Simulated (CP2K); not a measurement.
**Several settings converged on LaPt3 (P4mm, 4 atoms in the cell)**

```yaml
crystal:
  lattice:
    - [4.19336, 0.00000, 0.00000]
    - [0.00000, 4.19336, 0.00000]
    - [0.00000, 0.00000, 4.19336]
  atoms:
    - { symbol: La, position: [0.00000, 0.00000, 0.01192] }
    - { symbol: Pt, position: [0.00000, 0.50000, 0.50000] }
    - { symbol: Pt, position: [0.50000, 0.00000, 0.50000] }
    - { symbol: Pt, position: [0.50000, 0.50000, 0.00000] }
```

Base method: LDA (Pade form), GPW, DZVP-MOLOPT-SR-GTH basis, GTH-PADE potentials (GTH_POTENTIALS) (CP2K).

Base settings: CUTOFF = 500 Ry; REL_CUTOFF = 50 Ry; SMEAR/METHOD = FERMI_DIRAC; ELECTRONIC_TEMPERATURE = 1160.45 K; KPOINTS/SCHEME = MONKHORST-PACK 3 3 3; XC_FUNCTIONAL = PADE; La/BASIS_SET = DZVP-MOLOPT-SR-GTH-q11; La/POTENTIAL = GTH-PADE-q11; Pt/BASIS_SET = DZVP-MOLOPT-SR-GTH-q18; Pt/POTENTIAL = GTH-PADE-q18.

Core times come from one kind of shared machine, to one figure; runs under 30 s give none.

**The setting rel cutoff**

The second cell is the first with its lattice scaled by 0.98.

The mesh stays at the base's, so the ladder's end is converged at best in this setting alone.

Only quantities that move along the ladder and can be compared are tabulated.

| REL_CUTOFF | free energy less the last step's (meV/atom) | energy of the compressed cell less the first (meV/atom) | pressure (GPa) | largest difference of a force vector from the last step's (eV/Å) | core time / last (rough) |
|---|---|---|---|---|---|
| 20 Ry | -1.69 | -154.49 | -26.44 | 0.017 | 0.5 |
| 30 Ry | -0.02 | -155.06 | -26.56 | 0.000 | 1 |
| 40 Ry | 0.00 | -155.06 | -26.57 | 0.000 | 0.6 |
| 50 Ry | 0.00 | -155.06 | -26.57 | 0.000 | 0.9 |
| 60 Ry | 0.00 | -155.06 | -26.57 | 0.000 | 0.8 |
| 80 Ry | 0.00 | -155.06 | -26.57 | 0.000 | 1 |
| 100 Ry | 0.00 | -155.06 | -26.57 | 0.000 | 1 |

Coarsest REL_CUTOFF that holds the forces within 0.01 eV/Å of the last step, with all finer ones: 30 Ry; the step before is off by 0.017 eV/Å.

Coarsest REL_CUTOFF that holds the energy of the compressed cell less the first within 0.5 meV/atom of the last step, with all finer ones: 30 Ry; the step before is off by 0.57 meV/atom.

Coarsest REL_CUTOFF that holds the pressure within 0.1 GPa of the last step, with all finer ones: 30 Ry; the step before is off by 0.13 GPa.

The energy difference between the two cells stays within 1 meV/atom of the last step's from 20 Ry on, the total only from 30 Ry on: much of the error is common to both cells and cancels.

**The setting eps default**

The mesh stays at the base's, so the ladder's end is converged at best in this setting alone.

Only quantities that move along the ladder and can be compared are tabulated.

| EPS_DEFAULT | free energy less the last step's (meV/atom) | pressure (GPa) | core time / last (rough) |
|---|---|---|---|
| 1e-07 | 1.67 | -26.45 | 0.3 |
| 1e-08 | 0.06 | -26.56 | 0.3 |
| 1e-10 | 0.02 | -26.57 | 0.6 |
| 1e-12 | 0.00 | -26.57 | 0.7 |
| 1e-14 | 0.00 | -26.57 | 1 |

Coarsest EPS_DEFAULT that holds the pressure within 0.05 GPa of the last step, with all finer ones: 1e-08, at about 0.3 of the last step's time; the step before is off by 0.12 GPa.

Coarsest EPS_DEFAULT that holds the free energy within 0.5 meV/atom of the last step, with all finer ones: 1e-08, at about 0.3 of the last step's time; the step before is off by 1.7 meV/atom.

On the base run: the starting cell comes from a database of computed structures (which also holds hypothetical and non-ambient phases and stackings), without a prior relaxation at this level. Its lattice was rescaled by up to half a per cent. One atom was moved a little off its site on purpose. Spin polarisation is off. Values carry the incompleteness of an atom-centred basis. In the base run, with a pressure of about -27 GPa the cell is away from its equilibrium volume at this level. Without a gap this mesh is coarse (it stands for a supercell whose shortest vector is 13 Å).

Left out of this page: 1 run of the series unsound by tests on forces, stress, charge or solver warnings.
